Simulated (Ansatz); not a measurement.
# Ge on the Al site (broken-bond start) in corundum

Computed with PBE, PAW (plane waves to 420 eV; Ansatz, a program for electronic structure). A 2×2×1 supercell of 120 sites was used; the energies come from a 2×2×2 Γ-centred sampling of its zone. Sites at the start: the Al site; started 0.95 Å off site, one bond broken. Energies of charged states are corrected for periodic images (point charge plus alignment at distant sites). Dielectric constants: PBE linear response of the host. Host gap at this level: 5.85 eV. Finite-size and sampling errors can reach tenths of an eV here. The semilocal functional narrows the gap, so deep levels can fall outside it. Spin–orbit coupling is left out. Each state is the lowest found from its start.

| charge | moment (μB) | point group | largest move off a lattice site (Å) | image correction with alignment (eV) |
|---|---|---|---|---|
| +1 | not spin-polarised | C3 | 0.07 | 0.26 |
| 0 | 1.0 | C3 | 0.16 | 0.00 |
| −1 | not spin-polarised | C3 | 0.30 | 0.09 |

Point groups are those of the whole cell at tolerances of 0.03 and 0.1 Å ("near" where only the looser one holds); none is given for unsettled states.

No other site or start that was run ended lower by more than 0.1 eV.

Transition levels above the valence-band maximum: ε(+1/0) = 4.26 eV; ε(0/−1) = 3.88 eV. On the lower envelope of the bound states, inside the gap: (+1/−1) at 4.07 eV; the others aren't thermodynamic.

Flagged in the runs: a host whose relaxation on this sampling wasn't shown to rest, a strain field that reaches the edge of the cell.
